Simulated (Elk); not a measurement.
A self-consistent single point of Si₂Ni (Fm-3m, 3 atoms in the cell) with Elk.

Level of theory: LDA (PW92), all-electron FP-LAPW, Elk's shipped species files, APW+lo basis with extra local orbitals in Elk.

```yaml
crystal:
  lattice:
    - [0.00000, 2.69315, 2.69315]
    - [2.69315, 0.00000, 2.69315]
    - [2.69315, 2.69315, 0.00000]
  atoms:
    - { symbol: Si, position: [0.25000, 0.25000, 0.25000] }
    - { symbol: Si, position: [0.75000, 0.75000, 0.75000] }
    - { symbol: Ni, position: [0.00000, 0.00000, 0.00000] }
```

Reference input (self-consistent single point, DFT, PBE, all-electron FP-LAPW, Elk's shipped species files, APW+lo basis with extra local orbitals): xctype = 20; rgkmax = 7.5; stype = 0; swidth = 0.00367493 Ha; ngridk = 9 9 9; tforce = true; gmaxvr = 18 1/bohr; lmaxapw = 10; lmaxo = 8; nxlo = 2; lorbcnd = true; lradstp = 2. This run's input differs from it in these lines:

```diff
@@ -4,3 +4,3 @@
 xctype
-  20
+  3
```

Output (repeated stretches shortened):

```
│ Self-consistent loop started │
│ Loop number : 1 │
 total energy                :     -2110.82864181
│ Loop number : 2 │
 total energy                :     -2110.09709428
RMS change in Kohn-Sham potential (target) :   0.1884335080     (  0.1000000000E-05)
Absolute change in total energy (target)   :   0.7315475319     (  0.1000000000E-03)
│ Loop number : 3 │
 total energy                :     -2104.66953386
RMS change in Kohn-Sham potential (target) :   0.1030478102     (  0.1000000000E-05)
Absolute change in total energy (target)   :    5.610447308     (  0.1000000000E-03)
│ Loop number : 4 │
   [... lines left out ...]
Absolute change in total energy (target)   :   0.4855782558E-03 (  0.1000000000E-03)
│ Loop number : 13 │
 total energy                :     -2096.53052129
RMS change in Kohn-Sham potential (target) :   0.2455144398E-05 (  0.1000000000E-05)
Absolute change in total energy (target)   :   0.4331600985E-03 (  0.1000000000E-03)
│ Loop number : 14 │
 total energy                :     -2096.53057942
RMS change in Kohn-Sham potential (target) :   0.3777676495E-06 (  0.1000000000E-05)
Absolute change in total energy (target)   :   0.5015549414E-04 (  0.1000000000E-03)
Convergence targets achieved

│ Loop number : 15 │

Energies :
 Fermi                       :     0.375946203239
 total energy                :     -2096.53060888

Density of states at Fermi energy :    22.31218367
 (states/Hartree/unit cell)

Estimated indirect band gap :   0.3979892013E-02
 from k-point     15 to k-point      6
Estimated direct band gap   :   0.1613107122E-01
 at k-point      6

Charges :
 core                        :    32.00000000
 valence                     :    24.00000000
 interstitial                :    5.470098679
 muffin-tins (core leakage)
  species :    1 (Si)
   atom    1                 :    11.70593996     (  0.4172623792E-02)
   atom    2                 :    11.70593996     (  0.4172623792E-02)
  species :    2 (Ni)
   atom    1                 :    27.11802139     (  0.1065164080E-02)
   [... lines left out ...]
   total force               :    -0.00000000    0.00000000   -0.00000000
   total magnitude           :     0.00000000
 species :    2 (Ni)
  atom :    1
   Hellmann-Feynman          :    -0.00000000   -0.00000000    0.00000000
   IBS                       :     0.00000000    0.00000000    0.00000000
   total force               :     0.00000000   -0.00000000    0.00000000
   total magnitude           :     0.00000000
```

The run converged in 15 iterations. The count includes the last loop, which Elk runs after its targets are met. 

The starting cell comes from a database of computed structures (which also holds hypothetical and non-ambient phases and stackings), without a prior relaxation at this level. Spin polarisation is off. Values depend on the basis (sphere radii, cutoffs, local orbitals), which need not be converged. The log's line on a gap gives a spacing of levels on this mesh, which the program prints for metals too.

Cost on one core of a shared machine: roughly 80 s.
